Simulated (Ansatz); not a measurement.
# Sn in the diamond structure (space group Fd-3m, No. 227)

```cif
data_Sn2
_chemical_formula_sum 'Sn2'
_space_group_name_H-M_alt 'P 1'
_space_group_IT_number 1
_cell_length_a 4.64483
_cell_length_b 4.64483
_cell_length_c 4.64483
_cell_angle_alpha 60.000
_cell_angle_beta 60.000
_cell_angle_gamma 60.000
loop_
_space_group_symop_operation_xyz
  'x, y, z'
loop_
_atom_site_label
_atom_site_type_symbol
_atom_site_fract_x
_atom_site_fract_y
_atom_site_fract_z
_atom_site_occupancy
Sn1 Sn 0.50000 0.50000 0.50000 1
Sn2 Sn 0.75000 0.75000 0.75000 1
```

Method: r2SCAN/PAW in Ansatz (a quantum-chemistry and plane-wave program), no spin-orbit coupling, earlier PAW set. k-mesh 12×12×12 (Γ-centred); smearing 0.05 eV (Fermi–Dirac).

The volume per atom is 35.43 Å³ and the density comes out as 5.56 g/cm³. The band gap is zero and the total energy comes out as -6038.705 eV/atom (σ→0; compares only within this code and set-up).

No phonon test of stability was made.
